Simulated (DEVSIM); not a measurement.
Device: double heterostructure, In0.53Ga0.47As between p- and n-type In0.52Al0.48As, at 400 K.

| layer (left to right) | material | thickness (μm) | Nd (cm⁻³) | Na (cm⁻³) | τn (s) | τp (s) |
|---|---|---|---|---|---|---|
| 1 | In0.52Al0.48As | 0.550 | 2.9e17 | - | 7.7e-10 | 7.7e-10 |
| 2 | In0.53Ga0.47As | 0.120 | - | 1.9e15 | 7.7e-10 | 7.7e-10 |
| 3 | In0.52Al0.48As | 0.310 | - | 2.6e17 | 7.7e-10 | 7.7e-10 |

Left contact: ohmic. Right contact: ohmic. Voltage is applied to the left contact. Recombination: SRH at mid-gap, radiative. Mobility is constant in doping.

The device is made up for the run: typed textbook-type constants, with dimensions and the other settings drawn at random. Values at 300 K; Nc and Nv go as T^1.5, mobilities as T to minus their exponent, the gap by Varshni's rule with the affinity fixed.

```tsv
parameter	In0.52Al0.48As	In0.53Ga0.47As
gap (eV)	1.45	0.74
affinity (eV)	4	4.51
permittivity	12.5	13.9
Nc (cm⁻³)	5.1e17	2.1e17
Nv (cm⁻³)	1.1e19	7.7e18
μn (cm²/Vs)	4000	12000
μp (cm²/Vs)	75	300
T exponent of μn	1.5	1.6
T exponent of μp	1.5	1.6
B (cm³/s)	1e-10	9.6e-11
Varshni α (eV/K)	0.00042	0.00035
Varshni β (K)	180	190
```

Simulated with DEVSIM: 1D drift-diffusion, Boltzmann statistics, complete ionisation; no tunnelling, impact ionisation, image-force lowering or self-heating. Band offsets follow the typed affinities; no thermionic-emission limit at abrupt steps, no polarisation charge.

**Question.** Tabulate band edges, carrier densities and field at zero bias.

**Answer.** Energies count from the Fermi level of the right contact; mesh points crowd at the junctions.

```tsv
x (μm)	Ec (eV)	Ev (eV)	n (cm⁻³)	p (cm⁻³)	field (V/cm)
0.000	0.034	-1.379	2.9e17	< 1e2	≈ 0
0.006922	0.034	-1.379	2.9e17	< 1e2	≈ 0
0.02481	0.034	-1.379	2.9e17	< 1e2	≈ 0
0.06687	0.034	-1.379	2.9e17	< 1e2	≈ 0
0.2340	0.034	-1.379	2.9e17	< 1e2	≈ 0
0.4189	0.034	-1.379	2.9e17	< 1e2	≈ 0
0.5008	0.044	-1.369	2.2e17	< 1e2	11000
0.5380	0.259	-1.154	4.3e14	49000	130000
0.5482	0.409	-1.004	5.5e12	3800000	170000
0.5536	-0.026	-0.736	6.9e17	6.4e9	94000
0.5649	0.052	-0.657	7.1e16	6.2e10	57000
0.6069	0.269	-0.440	1.3e14	3.4e13	50000
0.6455	0.463	-0.247	4.8e11	9.2e15	50000
0.6622	0.551	-0.159	3.7e10	1.2e17	59000
0.6711	1.124	-0.289	5400	3.9e15	91000
0.6795	1.188	-0.225	840	2.5e16	61000
0.6995	1.255	-0.158	120	1.7e17	14000
0.7505	1.269	-0.144	< 1e2	2.6e17	76
0.8930	1.269	-0.144	< 1e2	2.6e17	≈ 0
0.9464	1.269	-0.144	< 1e2	2.6e17	≈ 0
0.9688	1.269	-0.144	< 1e2	2.6e17	≈ 0
0.9800	1.269	-0.144	< 1e2	2.6e17	≈ 0
```
